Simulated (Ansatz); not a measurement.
**Hypothetical cubic perovskite NaZnCl3, response to strain**

Base system: NaZnCl3 in the cubic perovskite structure (space group Pm-3m, No. 221; a hypothetical phase, not in the database extracts checked).

```xyz
5
Lattice="4.8590 0.0000 0.0000 0.0000 4.8590 0.0000 0.0000 0.0000 4.8590" Properties=species:S:1:pos:R:3 pbc="T T T"
Na     0.0000     0.0000     0.0000
Zn     2.4295     2.4295     2.4295
Cl     0.0000     2.4295     2.4295
Cl     2.4295     2.4295     0.0000
Cl     2.4295     0.0000     2.4295
```

Cartesian axes are those of the cell as printed.

Strains are applied to the cell and any free atomic positions relax; under biaxial strain the out-of-plane vector relaxes too; under stress the whole cell relaxes.

The values are results of r2SCAN, PAW, 500 eV (Ansatz, a program for electronic structure; no SOC), not measurements.

Notes on the quantities. energy relative to the base: free energy F.

| change | gap character | space group | energy relative to the base | volume per atom |
|---|---|---|---|---|
| base | indirect, R → Γ | Pm-3m (No. 221) | 0 meV/atom | 22.94 Å³ |
| biaxial strain −1.98 %, plane normal [001], relaxed out of plane | indirect, A → Γ | P4/mmm (No. 123) | +4.3 meV/atom | … |
| isotropic strain +2.08 % | indirect, R → Γ | Pm-3m (No. 221) | +11 meV/atom | 24.41 Å³ |
| tensor shear ε_xy = −0.34 % | indirect, T → Γ | Cmmm (No. 65) | +0.1 meV/atom | 22.94 Å³ |
| tensor shear ε_yz = −3.75 % | indirect, T → Γ | Cmmm (No. 65) | … | 22.91 Å³ |
| uniaxial stress, 0.5 GPa tension along z | indirect, A → Γ | P4/mmm (No. 123) | +0.4 meV/atom | … |
| tensor shear ε_yz = +3.58 % | indirect, T → Γ | Cmmm (No. 65) | … | 22.91 Å³ |

Complete the table.


- biaxial strain −1.98 %, plane normal [001], relaxed out of plane, volume per atom: 22.46 Å³
- tensor shear ε_yz = −3.75 %, energy relative to the base: +7.7 meV/atom
- uniaxial stress, 0.5 GPa tension along z, volume per atom: 23.04 Å³
- tensor shear ε_yz = +3.58 %, energy relative to the base: +7.0 meV/atom

Stability under load was not tested beyond the relaxation. Many cubic perovskites are stable only at high temperature; tilts and polar distortions were not tested. Labels are those of the standard path for the cell's own space group.
